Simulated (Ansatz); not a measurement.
Levels about the gap of amorphous Ga$_{24}$O$_{37}$Na$_{2}$ (63 atoms in a cell of 788 Å³, 4.87 g/cm³; zone centre alone, so wide bands show as single levels with stretches between that a denser mesh fills), at the geometry that PBE relaxed, where it gives -1.0 GPa on a denser mesh. Exact exchange is cut at the faces of this small cell, which leaves a finite-size error. The participation number counts the atoms over which a state spreads; weights are charges in smoothed Voronoi cells. The levels come from a single point, so bond lengths are those of that geometry. Method of the levels: HSE06, scalar-relativistic without spin-orbit coupling (Ansatz, an electronic-structure program). Sampling: the zone centre alone; Fermi-Dirac width 0.02 eV; no spin polarisation. At PBE the levels at the filled edge of the gap are localised (band-tail or defect states), and the nearest spread-out levels lie 1.8 eV apart at the zone centre.

It comes from a melt-quench run on a machine-learned potential (CHGNet), relaxed afterwards by DFT. O atoms were pushed apart under 1.9 Å during the dynamics, to hinder bonds among them. The hot cell started wider than the set density and was brought back towards it in steps. It is the lowest in DFT energy of 2 quenches. It is a model cell: composition and starting density were chosen by hand, and all elements were melted together. No dispersion term was used. Its density started from a set value of 4.87 and ended at 4.87 g/cm³. The simulated quench (nominally 220 K/ps over its main leg) is rapid and tends to freeze in more defects than a deposited or slowly cooled glass has. Values belong to this one cell and scatter from quench to quench. The volume was held where the preparation left it and the shape relaxed, at a PBE pressure of -1.0 GPa (tension). Stress components on the final sampling reach 1.2 GPa.

| E - E(highest filled), eV | filling | participation number | largest on | weight O | weight Ga | weight Na |
|---|---|---|---|---|---|---|
| -0.50 | filled | 6.6 | O, 3 neighbours | 0.95 | 0.05 | 0.00 |
| -0.48 | filled | 14.8 | O, 3 neighbours | 0.94 | 0.06 | 0.01 |
| -0.39 | filled | 16.2 | O, 3 neighbours | 0.95 | 0.05 | 0.00 |
| -0.32 | filled | 12.5 | O, 4 neighbours | 0.95 | 0.05 | 0.01 |
| -0.20 | filled | 9.2 | O, 2 neighbours | 0.95 | 0.05 | 0.00 |
| -0.18 | filled | 7.5 | O, 3 neighbours | 0.96 | 0.04 | 0.00 |
| 0.00 | filled | 5.6 | O, 3 neighbours | 0.95 | 0.05 | 0.00 |
| 3.20 | empty | 57.8 | Ga, 4 neighbours | 0.51 | 0.47 | 0.02 |
| 5.80 | empty | 19.4 | Ga, 5 neighbours | 0.52 | 0.46 | 0.01 |
| 5.93 | empty | 28.1 | Ga, 4 neighbours | 0.53 | 0.47 | 0.00 |
| 6.02 | empty | 18.3 | Ga, 4 neighbours | 0.53 | 0.46 | 0.01 |
| 6.31 | empty | 41.2 | Ga, 5 neighbours | 0.57 | 0.42 | 0.01 |
| 6.54 | empty | 34.3 | Ga, 5 neighbours | 0.57 | 0.42 | 0.01 |
| 6.61 | empty | 34.1 | Ga, 5 neighbours | 0.55 | 0.42 | 0.03 |

Most localised among these is the filled level at +0.00 eV, on a O atom, which has 3 neighbours (Ga 1.79 Å, Ga 1.87 Å, Na 2.53 Å).
